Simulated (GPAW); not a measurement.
GPAW run on LuBi₂ClO₄ (P4/mmm, 8 atoms in the cell): self-consistent single point.

Level of theory: LDA (Perdew-Wang 92), GPAW PAW datasets LDA (gpaw-data 1.0.1) (plane waves; GPAW 25.7.0).

The change in words: lattice scaled by 0.98. Reference geometry:
```
CELL_PARAMETERS angstrom
      3.85715     0.00000     0.00000
      0.00000     3.85715     0.00000
      0.00000     0.00000     9.01524
ATOMIC_POSITIONS crystal
  Lu 0.00000 0.00000 0.00000
  Bi 0.50000 0.50000 0.27571
  Bi 0.50000 0.50000 0.72429
  Cl 0.00000 0.00000 0.50000
  O  0.50000 0.00000 0.85157
  O  0.50000 0.00000 0.14843
  O  0.00000 0.50000 0.85157
  O  0.00000 0.50000 0.14843
```

Reference input (self-consistent single point, DFT LDA (Perdew-Wang 92), plane waves, GPAW PAW datasets LDA (gpaw-data 1.0.1)): mode = pw; ecut = 950 eV; xc = LDA; kpts = 7 7 3; mesh shift (steps) = 0 0 0; occupations.name = fermi-dirac; occupations.width = 0 eV; nbands = -4; convergence.density = 1e-05 e/electron; convergence.bands = -2; symmetry.symmorphic = false; symmetry.tolerance = 0.0005. This run's input differs from it in these lines:

```diff
@@ -5,5 +5,5 @@
 atoms = Atoms(['Lu', 'Bi', 'Bi', 'Cl', 'O', 'O', 'O', 'O'],
-              cell=[[3.857150, 0.000000, 0.000000],
-                    [0.000000, 3.857150, 0.000000],
-                    [0.000000, 0.000000, 9.015240]],
+              cell=[[3.780007, 0.000000, 0.000000],
+                    [0.000000, 3.780007, 0.000000],
+                    [0.000000, 0.000000, 8.834935]],
               scaled_positions=[[0.000000, 0.000000, 0.000000],
```

The program printed (abridged):

```
     iter     time        total  log10-change:
                         energy   eigst   dens
iter:   1 --:--:--   -66.814086   +0.00
iter:   2 --:--:--   -64.160164   -0.70  -1.05
iter:   3 --:--:--   -58.828497   -0.22  -1.10
iter:   4 --:--:--   -59.231490   -1.26  -1.42
iter:   5 --:--:--   -59.586373   -1.01  -1.41
iter:   6 --:--:--   -58.697911   -1.65  -1.53
iter:   7 --:--:--   -58.518801   -1.05  -1.71
iter:   8 --:--:--   -58.347519   -1.85  -2.01
iter:   9 --:--:--   -58.346863   -3.11  -2.63
iter:  10 --:--:--   -58.345030c  -3.41  -2.69
iter:  11 --:--:--   -58.348102c  -3.28  -2.75
iter:  12 --:--:--   -58.344692c  -3.70  -2.78
iter:  13 --:--:--   -58.345051c  -4.58  -3.08
iter:  14 --:--:--   -58.344360c  -4.06  -3.06
   [... 11 lines left out ...]
iter:  26 --:--:--   -58.344176c  -7.02  -4.51
iter:  27 --:--:--   -58.344176c  -7.22  -4.58
iter:  28 --:--:--   -58.344175c  -7.03  -4.58
iter:  29 --:--:--   -58.344175c  -7.29  -4.51
iter:  30 --:--:--   -58.344175c  -7.82c -4.76
iter:  31 --:--:--   -58.344175c  -7.40c -4.81
iter:  32 --:--:--   -58.344175c  -7.60c -4.73
iter:  33 --:--:--   -58.344175c  -8.41c -5.32c
Converged after 33 iterations.

Dipole moment: (-0.000000, -0.000000, 0.000000) |e|*Ang

Energy contributions relative to reference atoms: (reference = -1585754.616331)

Kinetic:       +100.829800
Potential:      -95.351110
External:        +0.000000
XC:             -61.078218
Entropy (-ST):   +0.000000
Local:           -2.744646
SIC:             +0.000000
--------------------------
Free energy:    -58.344175
Extrapolated:   -58.344175

Showing only first 2 kpts
 Kpt  Band  Eigenvalues  Occupancy
  0    41      5.54911    2.00000
  0    42      6.02679    2.00000
  0    43      7.56641    0.00000
  0    44     10.20036    0.00000

  1    41      5.54424    2.00000
  1    42      5.72979    2.00000
  1    43      7.98373    0.00000
  1    44      9.72932    0.00000

Fermi level: 6.86180

Gap: 1.409 eV
Transition (v -> c):
   [... lines left out ...]
Direct gap: 1.540 eV
   [... lines left out ...]
  2 Bi    0.00000    0.00000   -0.18427
  3 Cl    0.00000   -0.00000    0.00000
  4 O     0.00000    0.00000   -0.15757
  5 O     0.00000    0.00000    0.15757
  6 O     0.00000    0.00000   -0.15757
  7 O     0.00000    0.00000    0.15757

Stress tensor:
     0.002733     0.000000     0.000000
     0.000000     0.002733     0.000000
     0.000000     0.000000     0.001734
Stress (GPa, Voigt): [0.4379 0.4379 0.2779 0.     0.     0.    ]
```

The run converged in 33 iterations. GPAW prints stress with tension positive. Against the reference run the free energy drops by 25.2 meV/atom, the largest force goes from 0.750 to 0.184 eV/Å and the gap on the mesh goes from 1.254 to 1.409 eV.

At such cutoffs GPAW's stress carries a finite-basis (Pulay) error, which enters relaxed cells too; its log prints stress with tension positive.

The starting cell comes from a database of computed structures (which also holds hypothetical and non-ambient phases and stackings), without a prior relaxation at this level. For this run, on top of that: lattice scaled by 0.98. Spin-orbit coupling is off.

Cost on one core of a shared machine: roughly 6 min.
